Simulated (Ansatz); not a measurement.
System: Bi₂O₂Te (model structure, started from the La2SO2 type, P-3m1, No. 164, 5 atoms in the cell). Method: LDA (Ansatz, a quantum-chemistry and plane-wave program, PAW).

Output (set-up and result lines):

```
Relaxation: its limit of steps is 80 (relax.max_steps)
Crystal: 5 atoms, lattice volume = 98.855 Å³
Basis set: ecut = 520 eV, 2673 PW (Γ), exchange–correlation on 60×60×108 points (8 copies of the dense FFT grid, shifted against one another)
Bands: 35, of which v1, the nominal top of the filled ones, is band 29 counted from 1 (28 counted from 0)
Symmetry: 12 space group operations
Space group: P-3m1 (ITA 164), of the structure as read, at distance tolerance 4.6e-5 Å
k-points: 100 of 864
Functional: x = slater, c = lda
SCF iter   1: F=—  HF=-32108.616177 eV  |F-HF|=—  |Δ(HF+E_count)|=         —  Δρ=1.22e-2  dr2=1.38e-1
SCF iter   2: F=—  HF=-32108.590276 eV  |F-HF|=—  |Δ(HF+E_count)|=   2.59e-2  Δρ=6.22e-3  dr2=3.74e-2
  ...
SCF 1 converged in 7 iterations: F = -32108.583127 eV  dr2 = 7.60e-9
Crystal: 5 atoms, lattice volume = 98.855 Å³
Initial density: handed on by an earlier stage of this run
SCF 2 converged in 5 iterations: F = -32108.582331 eV  dr2 = 3.82e-7
Crystal: 5 atoms, lattice volume = 98.855 Å³
SCF 3 converged in 9 iterations: F = -32108.584169 eV  dr2 = 1.30e-12
Crystal: 5 atoms, lattice volume = 98.855 Å³
SCF 4 converged in 5 iterations: F = -32108.584295 eV  dr2 = 7.16e-9
Crystal: 5 atoms, lattice volume = 98.855 Å³
SCF 5 converged in 5 iterations: F = -32108.584338 eV  dr2 = 6.08e-9
Crystal: 5 atoms, lattice volume = 98.855 Å³
SCF iter   5: F=—  HF=-32108.584338 eV  |F-HF|=—  |Δ(HF+E_count)|=  2.29e-10  Δρ=1.53e-7  dr2=1.16e-11
SCF iter   6: F=-32108.584338 eV  HF=-32108.584338 eV  |F-HF|=7.28e-12  |Δ(HF+E_count)|=    0.00e0  Δρ=1.81e-8  dr2=2.31e-13
SCF 6 converged in 6 iterations: F = -32108.584338 eV  dr2 = 2.31e-13
SCF converged after 6 iterations
Free energy (F): -32108.584338 eV
Internal energy: -32108.584338 eV  (E = F + TS)
E sigma→0 (E₀):  -32108.584338 eV
Fermi energy:    11.631101 eV
--- Stress (GPa, compression-positive) ---
        2.010255       0.000000       0.000000
       -0.000000       2.010255      -0.000000
        0.000000      -0.000000       2.017042
  P = ⅓ Tr σ = 2.0125 GPa (20.125 kbar)
```

Task: Write an input file that could have produced this run (the log leaves some choices open).

Result: Several could match; the one computed here: 
Ansatz 0.2 input:
```yaml
crystal:
  lattice:
    - [3.9729108406, 0.0, 0.0]
    - [-1.9864554203, 3.4406417149, 0.0]
    - [0.0, 0.0, 7.2318901796]
  atoms:
    - { symbol: Bi, position: [0.6666666667, 0.3333333333, 0.7983795085] }
    - { symbol: Bi, position: [0.3333333333, 0.6666666667, 0.2016204915] }
    - { symbol: Te, position: [0.0, 0.0, 0.5] }
    - { symbol: O, position: [0.6666666667, 0.3333333333, 0.1143471144] }
    - { symbol: O, position: [0.3333333333, 0.6666666667, 0.8856528856] }
basis:
  ecutwfc: 520
  ecutrho_ratio: 4
  xc_grid: 2
kpoints:
  mp_grid: { grid: [12, 12, 6] }
hamiltonian:
  xc: lda
  dispersion: none
  pseudopotentials: { kind: paw }
scf:
  occupations: { method: fermi_dirac, width: 0.01 }
output:
  forces: true
  stress: true
  eigenvalues: true
relax:
  f_tol: 0.004
  escape_saddle: false
  max_steps: 80
  cell: { stress_tol: 0.02, fix: [volume] }
```

The cell is one volume of an energy–volume scan, off the minimum.

The PAW data were made under PBE.

Note: the relaxation could raise the start's symmetry but not lower it, so the cell can be a saddle point.

A model structure was made by putting elements into a prototype or built by hand; it is no filed structure, need not be a known phase, and can be a saddle point held by its symmetry.
